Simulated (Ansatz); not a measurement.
The starting structures come from a database of crystals and need not be the phases stable at ambient conditions.

By PBEsol, the system below comes out a metal.

Without scattering a metal conducts by its projected Fermi surface.

Input:

```
CELL_PARAMETERS angstrom
      3.03365     0.00000     0.00000
      0.00000     5.29585     0.00000
      0.00000     0.00000     4.74019
ATOMIC_POSITIONS crystal
  W  0.50000 0.16001 0.25735
  W  0.50000 0.83999 0.74265
  W  0.00000 0.33999 0.75735
  W  0.00000 0.66001 0.24265
  C  0.00000 0.00000 0.00000
  C  0.50000 0.50000 0.50000
```

Space group of this cell: Pnnm. The cell is taken as given; by PBEsol its mean pressure is -10.7 GPa.

The current flows along the normal of the first two printed cell vectors. No spin-orbit coupling; the value is a mean over 0.1 eV about the Fermi level.

Compute, with PBEsol (Ansatz, a program for electronic structure), the ballistic conductance per area.

1.1 × 10¹⁵ S/m² for both spins.
